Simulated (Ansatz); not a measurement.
The parent structure is InP in the zinc blende structure (space group F-43m, No. 216; a = 5.907 Å). Axes: x, y, z lie along the cube axes.

Level of theory: r2SCAN in Ansatz (plane waves to 500 eV, PAW, no SOC).

One thing is altered: uniaxial strain ε_zz = −0.50 %, all other strain components held at zero; the atoms relax in the strained cell.

**Question.** Predict the stress tensor and what it implies for the stiffness.

**Answer.** Stress of the strained cell less that of the base (GPa, compression positive):
```
   0.27    0.00    0.00
   0.00    0.27    0.00
   0.00    0.00    0.49
```

Then −Δσ_ii/ε with ε = -0.0050 gives relaxed-ion elastic constants: C33 ≈ 98 GPa, C13 ≈ 54 GPa and C23 ≈ 54 GPa.

No phonon test of stability was made.

Ansatz is an electronic-structure program.
